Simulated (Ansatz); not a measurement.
```yaml
crystal:
  lattice:
    - [-1.88485, 1.88485, 4.77607]
    - [1.88485, -1.88485, 4.77607]
    - [1.88485, 1.88485, -4.77607]
  atoms:
    - { symbol: Ti, position: [0.75000, 0.25000, 0.50000] }
    - { symbol: Ti, position: [0.00000, 0.00000, 0.00000] }
    - { symbol: O, position: [0.95752, 0.45752, 0.50000] }
    - { symbol: O, position: [0.79248, 0.79248, 0.00000] }
    - { symbol: O, position: [0.54248, 0.04248, 0.50000] }
    - { symbol: O, position: [0.20752, 0.20752, 0.00000] }
```

No spin polarisation.

A single point on TiO2, its geometry relaxed with PBEsol.

Calculations: r2SCAN (Ansatz, a first-principles code), scalar-relativistic without spin-orbit coupling. Γ-centred 12×12×12 mesh, Fermi–Dirac width 0.05 eV.

Predict the smallest direct gap and pressure.

The smallest direct gap is 2.89 eV and the pressure is 1.64 GPa.

Single points use the geometry relaxed with PBEsol. Stability against distortions was not tested. All final runs are without spin polarisation. The cell is TiO2 in the anatase structure (space group I4_1/amd, No. 141).
